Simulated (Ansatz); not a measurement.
Base system: MoS₂ in the 2H-MoS2 type structure (space group P6_3/mmc, No. 194; a = 3.149 Å, c = 12.090 Å; layered, stacked along the Cartesian z axis).

All numbers come from PBE-D3(BJ) (Ansatz, a first-principles code), spin-orbit coupling left out.

Before the change:

The density is 5.12 g/cm³, the valence-band top at Γ is 0.00, -1.11, -1.28 eV and the c/a ratio comes out as 3.839. The band gap is 0.78 eV.

Modification: a hydrostatic pressure of 3 GPa.

### Question
Estimate the effect on the density.

### Answer
The density grows by 0.25 g/cm³ (5.12 g/cm³ → 5.37 g/cm³).

### Question
What does the calculation give for the valence-band top at Γ after the change?

### Answer
The valence-band top at Γ (three highest levels, from the VBM) becomes 0.00, -0.94, -1.52 eV (base: 0.00, -1.11, -1.28 eV).

### Question
Estimate the effect on the c/a ratio.

### Answer
The c/a ratio falls by 0.090 (3.839 → 3.749).

### Question
Predict the new band gap.

### Answer
The band gap drops by 0.204 eV, from 0.78 eV to 0.57 eV.

Load acts through the strain it causes; cell and atoms are relaxed under it. Whether these cells are dynamically stable was not tested.
